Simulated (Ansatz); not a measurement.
Defect migration in anatase TiO2 with all lengths changed by -1 %: O vacancy, charge state +2. Calculation: PBE, PAW (plane waves to 420 eV; Ansatz, an electronic-structure program).

Cell of 108 host sites held at the strained lattice (strain from the relaxed PBE one, atoms relaxed); the Γ point alone; Fermi-Dirac width 0.01 eV, spin-restricted; finite-size errors left in. Static, classical nuclei. The charge state is imposed; whether it is stable for some Fermi level was not computed. Forms of the defect that were not tried may lie lower.

Barriers: single points on a 2×2×2 k-point mesh shifted by half a step at the bands' geometries.

The step: a nearby O atom hops onto the vacant site. Atoms about the jump, Cartesian Å from the middle of the jump, before and after:

| atom | x0 | y0 | z0 | x1 | y1 | z1 |
|---|---|---|---|---|---|---|
| O1 | 0.83 | -0.83 | -0.40 | -0.83 | 0.83 | 0.40 |
| Ti2 | -1.01 | -1.22 | -0.07 | -1.21 | -1.01 | 0.07 |
| O3 | -1.00 | -0.82 | 1.79 | -1.09 | -1.01 | 2.03 |
| O4 | -1.00 | -1.09 | -2.04 | -0.78 | -1.01 | -1.78 |
| O5 | 2.80 | 0.87 | 0.42 | 2.57 | 0.82 | 0.40 |
| O6 | 0.83 | 2.57 | -0.40 | 0.88 | 2.79 | -0.42 |
| Ti7 | -1.00 | 0.86 | 2.62 | -1.00 | 0.88 | 2.41 |
| Ti8 | 0.89 | -1.00 | -2.41 | 0.88 | -1.01 | -2.62 |
| Ti9 | 2.75 | -1.00 | 0.00 | 2.96 | -1.01 | 0.07 |
| Ti10 | -1.00 | 2.95 | -0.07 | -1.00 | 2.75 | 0.00 |
| O11 | 0.90 | 0.86 | 2.84 | 0.87 | 0.88 | 2.79 |
| O12 | 0.88 | 0.87 | -2.79 | 0.89 | 0.90 | -2.84 |
| O13 | -1.00 | -2.93 | 0.40 | -0.83 | -2.84 | 0.40 |
| O14 | -2.84 | -0.83 | -0.40 | -2.93 | -1.01 | -0.41 |
| O15 | -1.00 | 2.53 | 1.78 | -1.05 | 2.74 | 1.98 |
| O16 | 2.75 | -1.06 | -1.98 | 2.57 | -1.01 | -1.79 |
| O17 | 2.77 | -1.01 | 2.00 | 2.84 | -1.01 | 2.04 |
| O18 | -1.00 | 2.83 | -2.03 | -1.00 | 2.76 | -2.00 |

Where do these atoms stand at the saddle point, and how high is it?


```json
[
 {"atom": "O1", "x": "0.13", "y": "0.12", "z": "0.00"},
 {"atom": "Ti2", "x": "-1.07", "y": "-1.08", "z": "0.00"},
 {"atom": "O3", "x": "-1.24", "y": "-0.99", "z": "2.00"},
 {"atom": "O4", "x": "-0.98", "y": "-1.24", "z": "-2.00"},
 {"atom": "O5", "x": "2.80", "y": "0.89", "z": "0.41"},
 {"atom": "O6", "x": "0.90", "y": "2.79", "z": "-0.42"},
 {"atom": "Ti7", "x": "-0.99", "y": "0.79", "z": "2.57"},
 {"atom": "Ti8", "x": "0.80", "y": "-1.00", "z": "-2.58"},
 {"atom": "Ti9", "x": "2.90", "y": "-0.97", "z": "0.04"},
 {"atom": "Ti10", "x": "-0.97", "y": "2.89", "z": "-0.05"},
 {"atom": "O11", "x": "0.89", "y": "0.84", "z": "2.82"},
 {"atom": "O12", "x": "0.85", "y": "0.88", "z": "-2.83"},
 {"atom": "O13", "x": "-0.74", "y": "-2.89", "z": "0.42"},
 {"atom": "O14", "x": "-2.89", "y": "-0.75", "z": "-0.43"},
 {"atom": "O15", "x": "-0.98", "y": "2.54", "z": "1.80"},
 {"atom": "O16", "x": "2.55", "y": "-0.99", "z": "-1.81"},
 {"atom": "O17", "x": "2.77", "y": "-0.99", "z": "2.02"},
 {"atom": "O18", "x": "-0.98", "y": "2.76", "z": "-2.03"}
]
```
It lies 1.09 eV above the start and 1.09 eV above the end. The saddle point's order was not checked, and it lies on a symmetry element of the cell, where a band can be held.
